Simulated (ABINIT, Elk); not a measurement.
An ABINIT input for a self-consistent single point of Hf5Sc (P-62m, 6 atoms in the cell) (DFT, PBEsol, plane waves, norm-conserving pseudopotentials (PseudoDojo nc-sr-04 PBEsol standard)):

```
# Hf5Sc, PseudoDojo nc-sr-04 PBEsol standard
pp_dirpath "./"
pseudos "Hf.upf, Sc.upf"
acell 5.5614698254 5.5614698254 5.0245000000 Angstrom
rprim
         1.0000000000    0.0000000073    0.0000000000
        -0.5000000063    0.8660254001    0.0000000000
         0.0000000000    0.0000000000    1.0000000000
natom 6
ntypat 2
znucl 72 21
typat 1 1 1 1 1 2
xred
         0.6605300000    0.0000000000    0.0000000000
         0.3394700000    0.3394700000    0.0000000000
         0.0000000000    0.6605300000    0.0000000000
         0.3333333333    0.6666666667    0.5000000000
         0.6666666667    0.3333333333    0.5000000000
         0.0000000000    0.0000000000    0.5000000000
ecut 39
occopt 7
tsmear 0.00367493
nband 46
kptopt 1
ngkpt 5 5 5
nshiftk 1
shiftk 0 0 0
nstep 100
tolvrs 1.0e-12
prtwf 0
prtden 0
```

Problem. Give the Elk input for the same structure, mesh, smearing and functional.

Solution. This is the input that was run; spellings and numerical settings could be chosen otherwise.

```
tasks
  0

xctype
  22

tforce
  .true.

rgkmax
  8.0

gmaxvr
  18.0

lmaxapw
  10

lmaxo
  8

nxlo
  2

lorbcnd
  .true.

lradstp
  2

nrmtscf
  2.0

rmtscf
  0.99

lmaxi
  4

stype
  0

swidth
  0.00367493

maxscl
  100

avec
   10.5096548204    0.0000000766    0.0000000000
   -5.2548274765    9.1016280212    0.0000000000
    0.0000000000    0.0000000000    9.4949289132

sppath
  'species/'

atoms
  2
  'Hf.in'
  5
  0.6605300000  0.0000000000  0.0000000000    0.0 0.0 0.0
  0.3394700000  0.3394700000  0.0000000000    0.0 0.0 0.0
  0.0000000000  0.6605300000  0.0000000000    0.0 0.0 0.0
  0.3333333333  0.6666666667  0.5000000000    0.0 0.0 0.0
  0.6666666667  0.3333333333  0.5000000000    0.0 0.0 0.0
  'Sc.in'
  1
  0.0000000000  0.0000000000  0.5000000000    0.0 0.0 0.0

ngridk
  5 5 5
```

Basis, cutoffs, solver keys and any potentials are the target program's own. This input uses DFT, PBEsol, all-electron FP-LAPW, Elk's shipped species files, APW+lo basis with extra local orbitals.

The starting cell comes from a database of computed structures (which also holds hypothetical and non-ambient phases and stackings), without a prior relaxation at this level.
